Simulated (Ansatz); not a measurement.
Structures of equal composition on the (111) surface of fcc Al: one row in 3 of the top plane missing; (√3x√3)R30°, one Al site of the top plane empty. The slabs share one bottom face, and each structure is named by its start. These are constructed structures in small cells; real faces may alloy, dewet or reconstruct in larger ones, and not all known structures of the face are among them. Slabs of about 12 Å, Fermi-Dirac smearing of 0.1 eV. Bottom of the slabs: a bare face, its two planes held. Relaxed from the named starts with such symmetry as they have, on meshes of like density; energies extrapolated to zero smearing; spin only where a row says so; no spin-orbit coupling, no U. Brackets mark spin-polarised runs, whose order is one that fits the cell. The cells differ, so small differences also carry the error of unlike k-meshes.

The numbers are results of PBE (plane waves to 420 eV, PAW; Ansatz, an electronic-structure program), not measurements.

**Question.** Order them by energy per 1x1 cell (lowest first) at the level PBE.

**Answer.** (√3x√3)R30°, one Al site of the top plane empty (0.00 eV), one row in 3 of the top plane missing (0.03 eV)
